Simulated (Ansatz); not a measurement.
Reference: BaS (Fm-3m), r2SCAN, rigid bands (plane waves, PAW, scalar-relativistic; Ansatz, a quantum-chemistry and plane-wave program); geometry: cell and atoms relaxed with PBEsol.

```cif
data_BaS
_chemical_formula_sum 'Ba1 S1'
_space_group_name_H-M_alt 'P 1'
_space_group_IT_number 1
_cell_length_a 4.47729
_cell_length_b 4.47729
_cell_length_c 4.47729
_cell_angle_alpha 60.000
_cell_angle_beta 60.000
_cell_angle_gamma 60.000
loop_
_space_group_symop_operation_xyz
  'x, y, z'
loop_
_atom_site_label
_atom_site_type_symbol
_atom_site_fract_x
_atom_site_fract_y
_atom_site_fract_z
_atom_site_occupancy
Ba1 Ba 0.00000 0.00000 0.00000 1
S1 S 0.50000 0.50000 0.50000 1
```

* **band gap**: 2.51 eV
* **electron conductivity mass**: 0.44 mₑ
* **hole conductivity mass**: 0.87 mₑ
* **Seebeck coefficient, n-type 1e19 cm⁻³**: -305 μV/K

Task: Swap Ba for Mg, keeping the structure type. How do these values move?

Result: MgS (Fm-3m): volume per atom 31.7 to 17.4 Å³; band gap rises (2.51 eV to 3.50 eV); electron conductivity mass falls (0.44 mₑ to 0.37 mₑ); hole conductivity mass rises (0.87 mₑ to 1.02 mₑ); Seebeck coefficient, n-type 1e19 cm⁻³ falls in size (-305 μV/K to -265 μV/K).

Moves up to 5 % count as about the same. Masses are for dilute carriers at 300 K, harmonic means over directions unless an axis is named. Seebeck coefficients are for the stated density at 300 K, with one relaxation time for all states and whether or not that doping can be reached. Spin-orbit coupling is left out.

Formula and space group known from diffraction (Crystallography Open Database), not checked to be the room-temperature form: BaS (Fm-3m).
